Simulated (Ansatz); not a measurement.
## A computed series for Ta2O5: response to strain

Consider Ta₂O₅ (space group Pmmn, No. 59; a = 3.8384 Å, b = 12.9931 Å, c = 3.8686 Å; a cell from a computed database, its experimental status unchecked). Axes: x, y, z lie along a, b, c of the conventional cell.

Strains are applied to the cell and any free atomic positions relax; under biaxial strain the out-of-plane vector relaxes too.

Method: PBEsol in Ansatz (plane waves to 420 eV, PAW, no spin-orbit coupling).

Notes on the quantities. pressure: mean of the normal stresses, compression positive.

| variant | band gap | pressure | shortest interatomic distance |
|---|---|---|---|
| base | 2.27 eV | 0.00 GPa | 1.881 Å |
| biaxial strain −1.06 %, plane normal [001], relaxed out of plane | 2.45 eV | 3.51 GPa | (withheld) |
| uniaxial strain ε_xx = +0.65 % | (withheld) | -1.41 GPa | 1.888 Å |
| uniaxial strain ε_xx = +1.50 % | 2.18 eV | -3.13 GPa | 1.894 Å |

**Question.** Some entries are withheld; estimate them.

**Answer.** 
- biaxial strain −1.06 %, plane normal [001], relaxed out of plane, shortest interatomic distance: 1.847 Å
- uniaxial strain ε_xx = +0.65 %, band gap: 2.23 eV

With Ta present, leaving out spin-orbit coupling can change the band edges. Semilocal Kohn–Sham gaps tend to fall short of experiment. Whether these cells are dynamically stable was not tested.

Ansatz is a program for electronic structure.
